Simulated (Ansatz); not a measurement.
# HfO2 (model structure, started from the 3R-MoS2 type, R3m, No. 160, 3 atoms in the cell): properties by level of theory

```csv
level (code),lattice constant a (Å),lattice parameter c (Å)
PBE (Ansatz),3.119,16.967
PBEsol (Ansatz),3.087,15.336
PBE-D3(BJ) (Ansatz),3.111,14.456
```

Ansatz's density-functional and Hartree–Fock values are scalar-relativistic unless marked +SOC, with PAW data made under PBE.

Static lattice: no zero-point or thermal effects.

A model structure was made by putting elements into a prototype or built by hand; it is no filed structure, need not be a known phase, and can be a saddle point held by its symmetry.

Ansatz is a program for electronic structure.
